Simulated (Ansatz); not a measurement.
Take BP in the zinc blende structure (space group F-43m, No. 216; a = 4.4905 Å) as the base. Axes: x, y, z lie along the cube axes.

All numbers come from Kohn–Sham DFT with the LDA functional, run in Ansatz (an electronic-structure program) with PAW and 420 eV plane waves, no spin-orbit coupling.

The change: the cell is compressed by 2.50 % along z with no lateral relaxation, atoms relaxed at fixed cell.

Question: Predict the stress tensor and what it implies for the stiffness.

Answer: Stress of the strained cell less that of the base (GPa, compression positive):
```
   2.37    0.00    0.00
   0.00    2.37    0.00
   0.00    0.00    9.19
```

Then −Δσ_ii/ε with ε = -0.0250 gives secant stiffness values (nonlinear terms included at this strain): C33 ≈ 368 GPa, C13 ≈ 95 GPa and C23 ≈ 95 GPa.

As a check, the harmonic strain energy −½ V₀ Δσ:ε is 8.1 meV/atom; the computed energy rise is 8.0 meV/atom.

No phonon test of stability was made.
